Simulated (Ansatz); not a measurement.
## A computed series for ZrSe2: pressure series

Take ZrSe2 in the CdI2 type structure (space group P-3m1, No. 164; layered, stacked along the Cartesian z axis) as the base.

```
ZrSe2
1.0
    3.73508     0.00000     0.00000
   -1.86754     3.23467     0.00000
    0.00000     0.00000     6.03154
Zr Se
1 2
Direct
  0.00000   0.00000   0.00000
  0.33333   0.66667   0.26507
  0.66667   0.33333   0.73493
```

Cell and atoms are relaxed at each pressure.

Computed with PBE-D3(BJ) (Ansatz, an electronic-structure program; PAW; 420 eV plane waves; no spin-orbit coupling).

```
P (GPa)  V (Å³/atom)
-------  -----------
0.29          24.073
0.69          23.813
1.50          23.370
3.00          22.676
5.00          21.933
7.50          21.172
10.00         20.529
```

A third-order Birch–Murnaghan fit to these points gives V₀ = 24.24 Å³/atom, B₀ = 37 GPa and B₀′ = 5.8. At pressure 10 GPa the volume is 84.7 % of V₀.

Load acts through the strain it causes; cell and atoms are relaxed under it. Whether these cells are dynamically stable was not tested. No other phases were tried under pressure. All final runs are without spin polarisation.
